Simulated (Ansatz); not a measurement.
BAs (model structure, started from the CdTe type, P6₄22, No. 181, 6 atoms in the cell) was calculated with PBEsol (plane waves, PAW; Ansatz, a program for electronic structure).

Numerical settings: plane-wave cutoff 520 eV, 18×18×8 k mesh (along the axes of the cell as run), Fermi–Dirac smearing 0.05 eV, scalar-relativistic PAW data made under PBE.

Cell (relaxed at this level):

```cif
data_As3B3
_chemical_formula_sum 'B3 As3'
_space_group_name_H-M_alt 'P6422'
_space_group_IT_number 181
_space_group_name_Hall 'P 64 2 (0 0 2)'
_cell_length_a 3.42898
_cell_length_b 3.42898
_cell_length_c 7.40315
_cell_angle_alpha 90.000
_cell_angle_beta 90.000
_cell_angle_gamma 120.000
loop_
_atom_site_label
_atom_site_type_symbol
_atom_site_symmetry_multiplicity
_atom_site_Wyckoff_symbol
_atom_site_fract_x
_atom_site_fract_y
_atom_site_fract_z
_atom_site_occupancy
B1 B 3 c 0.50000 0.00000 0.00000 1
As1 As 3 d 0.50000 0.00000 0.50000 1
```

### Question
Estimate the band gap and bulk modulus B0 that the calculation returns.

### Answer

- band gap = 0.31 eV (on the SCF k mesh)
- bulk modulus B0 = 148 GPa

Note: the bulk modulus is −V dP/dV from two relaxed cells at ±2 % in volume; the relaxation could raise the start's symmetry but not lower it, so the cell can be a saddle point.

Spin–orbit coupling is not included.

Static lattice: no zero-point or thermal effects.

Computing time: about 6 core-minutes (a rough figure).

A model structure was made by putting elements into a prototype or built by hand; it is no filed structure, need not be a known phase, and can be a saddle point held by its symmetry.
